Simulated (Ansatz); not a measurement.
# Habitual settings against a tight run: InGaAg2S4 (I-4, 8 atoms in the cell)

Self-consistent single point.

```xyz
8
Lattice="-2.9080 2.9080 5.4823 2.9080 -2.9080 5.4823 2.9080 2.9080 -5.4823" Properties=species:S:1:pos:R:3 pbc="T T T"
In     0.0000     0.0000     5.4823
Ga     0.0000     2.9080     2.7412
Ag     2.9080     0.0000     2.7412
Ag     0.0000     0.0000     0.0000
S      1.3217     1.5400     4.0383
S      1.5400    -1.3217     6.9264
S      1.5862     1.3680    -1.4440
S      1.3680     4.2297     1.4440
```

Computed with r2SCAN, default PAW files made with PBE (plane waves; Ansatz, a quantum-chemistry and plane-wave program).

Base settings: basis.ecutwfc = 36.7 Ry; kpoints.mp_grid.grid = 5 5 5; hamiltonian.xc = r2scan; hamiltonian.pseudopotentials = {kind: paw} (the program's default PAW files); scf.occupations.method = fixed.

Tight run (finer mesh or higher cutoff; not a proven limit): basis.ecutwfc: 36.7 Ry → 51.4 Ry; kpoints.mp_grid.grid: 5 5 5 → 7 7 7; scf.convergence.dr2_threshold: default (1e-07 eV) → 1e-09 eV. It gave top of the valence band (on the code's own zero) 6.75 eV; gap on the k-point mesh 1.09 eV; pressure -0.55 GPa; largest force (vector length) 0.164 eV/Å.

Quick runs, as changes from the base:
- A: the base itself
- B: basis.ecutwfc: 36.7 Ry → 29.4 Ry; kpoints.mp_grid.grid: 5 5 5 → 2 2 2; kpoints.mp_grid.shift: default → 0.5 0.5 0.5
- C: kpoints.mp_grid.grid: 5 5 5 → 4 4 4; scf.occupations.method: fixed → fermi_dirac; scf.occupations.width: default → 0.02 Ry; scf.convergence.dr2_threshold: default (1e-07 eV) → 0.001 eV
- D: basis.ecutwfc: 36.7 Ry → 18.4 Ry; kpoints.mp_grid.grid: 5 5 5 → 2 2 2; scf.occupations.method: fixed → methfessel_paxton; scf.occupations.width: default → 0.0147 Ry
- E: basis.ecutwfc: 36.7 Ry → 22 Ry; kpoints.mp_grid.grid: 5 5 5 → 3 3 3; scf.occupations.method: fixed → methfessel_paxton; kpoints.mp_grid.shift: default → 0.5 0.5 0.5; scf.occupations.width: default → 0.0147 Ry
- F: basis.ecutwfc: 36.7 Ry → 30.9 Ry; kpoints.mp_grid.grid: 5 5 5 → 2 2 2; hamiltonian.xc: r2scan → b3lyp [B3LYP]

Energies are extrapolated to zero smearing width, which holds to low order in the width alone.

Dashes: time of B, D, E, under 30 s; energy of F, another energy zero; count of F, another kind of functional, whose work the count does not hold.

Gaps are read on each run's own mesh, which may miss the band edges.

† marks runs with another functional, U, potentials or spin treatment: their distance from the tight run is not a convergence error alone.

The count of work is k-points × plane waves × bands × iterations; it is no time. Core times come from one kind of shared machine and are given to one figure; runs under 30 s give none.

Pressures in the table are Ansatz's without its Pulay estimate, at a fixed set of plane waves; the tight run's value above holds the estimate.

The starting cell comes from a database of computed structures (which also holds hypothetical and non-ambient phases and stackings), without a prior relaxation at this level. Its lattice was rescaled by a random factor within 2.5 % of one. The cutoff lies below the one recommended for these files.

| run | energy less tight (meV/atom) | pressure less tight (GPa) | largest miss in a force vector (eV/Å) | gap on the mesh less tight (eV) | count of work / tight | core time / tight (rough) |
|---|---|---|---|---|---|---|
| A | 1.0 | -0.03 | 0.001 | 0.000 | 0.20 | 0.2 |
| B | 0.5 | 0.02 | 0.017 | 1.372 | 0.020 | – |
| C | 3.3 | 0.05 | 0.016 | 0.004 | 0.11 | 0.2 |
| D | 660.8 | -32.16 | 0.070 | 0.016 | 0.013 | – |
| E | 59.7 | -4.17 | 0.006 | 0.858 | 0.025 | – |
| F† | – | 3.53 | 0.128 | 0.975 | – | 0.5 |

Among the runs at the tight run's level, the energy misses run from 0.5 to 660.8 meV/atom.

Left out of this page: 1 run of the series outside the window shown, repeating another row's setting, or not comparable.

Keys are those of Ansatz 0.2.
